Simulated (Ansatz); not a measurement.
Here is the system:

```
ZnSe
1.0
    0.00000     2.78850     2.78850
    2.78850     0.00000     2.78850
    2.78850     2.78850     0.00000
Zn Se
1 1
Direct
  0.00000   0.00000   0.00000
  0.25000   0.25000   0.25000
```

No spin polarisation.

Level of theory: plane-wave PAW DFT at the PBEsol level (Ansatz, a program for electronic structure, 420 eV), scalar-relativistic without spin-orbit coupling. k-mesh 10×10×10 (Γ-centred); smearing 0.05 eV (Fermi–Dirac).

**Question.** Predict the hole mass (degenerate bands, along [100]).

**Answer.** 0.10, 0.55, 0.55 mₑ (at Γ).

**Question.** Predict the band gap.

**Answer.** 1.36 eV.

**Question.** Predict the width of the top valence band.

**Answer.** 2.94 eV.

Load acts through the strain it causes; cell and atoms are relaxed under it. Effective masses come from finite differences of ±0.01 Å⁻¹. Whether these cells are dynamically stable was not tested. Tetrahedral semiconductors of this kind turn to denser phases somewhere between about 1 and 50 GPa; those were not computed, so compressed cells here can lie past the real transition. The cell was made from ZnSe in the zinc blende structure (space group F-43m, No. 216) by this change: pressure 2.1 GPa.
